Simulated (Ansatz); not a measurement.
Abridged Ansatz (a first-principles code) output:

```
Pseudopotential: Ge, paw, valence charge 14
Crystal: 2 atoms, lattice volume = 45.677 Å³
Basis set: ecut = 500 eV, 1211 PW (Γ), exchange–correlation on 120×120×120 points (64 copies of the dense FFT grid, shifted against one another)
Bands: 18, of which v1, the nominal top of the filled ones, is band 14 counted from 1 (13 counted from 0)
Symmetry: 48 space group operations
k-points: 47 of 1000
Functional: x = r2scan, c = r2scan; τ floored in thin density (d = 2e-4 eV/Å³)
SCF iter   1: F=—  HF=-8605.802620 eV  |F-HF|=—  |Δ(HF+E_count)|=         —  Δρ=6.39e-3  dr2=5.85e-3  dr2_τ=4.39e-3  ethr=1.77e-3  ⟨swp⟩=6.0  Hψ=4023  notcnv=0
SCF iter   2: F=—  HF=-8605.811699 eV  |F-HF|=—  |Δ(HF+E_count)|=   9.08e-3  Δρ=1.35e-3  dr2=4.79e-4  dr2_τ=2.23e-5  ethr=2.09e-5  ⟨swp⟩=2.0  Hψ=2068  notcnv=0
SCF 1 converged in 6 iterations: F = -8605.811729 eV  dr2 = 9.79e-11
SCF converged after 6 iterations
Free energy (F): -8605.811729 eV
Internal energy: -8605.811652 eV  (E = F + TS)
E sigma→0 (E₀):  -8605.811690 eV
Entropy (-TS):   -0.000077 eV (-0.038 meV/atom)
Fermi energy:    8.450425 eV
--- Forces (eV/Å), atoms counted from 1 ---
  atom   1  Ge    -0.00000000    -0.00000000    -0.00000000
  atom   2  Ge    -0.00000000    -0.00000000    -0.00000000
--- Stress (GPa, compression-positive) ---
        0.009499      -0.000000       0.000000
        0.000000       0.009499       0.000000
       -0.000000      -0.000000       0.009499
  P = ⅓ Tr σ = 0.0095 GPa (0.095 kbar)
```

**Question.** What was computed, and what are the main results?

**Answer.** Ge, 2 atoms in the cell, with Ansatz r2SCAN, without spin-orbit coupling. The last SCF converged to F = -8605.811729 eV, or -4302.9059 eV per atom, at a pressure of 0.01 GPa. The total energy compares only with runs of the same code, potentials and settings.

No phonon test of stability was made. The cell is Ge in the diamond structure (space group Fd-3m, No. 227).
